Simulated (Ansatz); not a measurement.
The (10-10) face of beta Si3N4 can be cut between different planes. Symmetric, stoichiometric slabs relaxed in the 1x1 cell (22.4 Å²): top plane N, 0.96 Å over the next in the ideal cut; top plane Si, 0.48 Å over the next in the ideal cut.

Calculation: PBE (plane waves to 420 eV, PAW; Ansatz, a quantum-chemistry and plane-wave program).

Problem. Put the candidates in order of surface energy, lowest first, for PBE.

Solution. the cut with an outer spacing of 0.48 Å (2.31 J/m²; N ended outermost), the cut with an outer spacing of 0.96 Å (2.37 J/m²; 2 N–Si bonds formed)
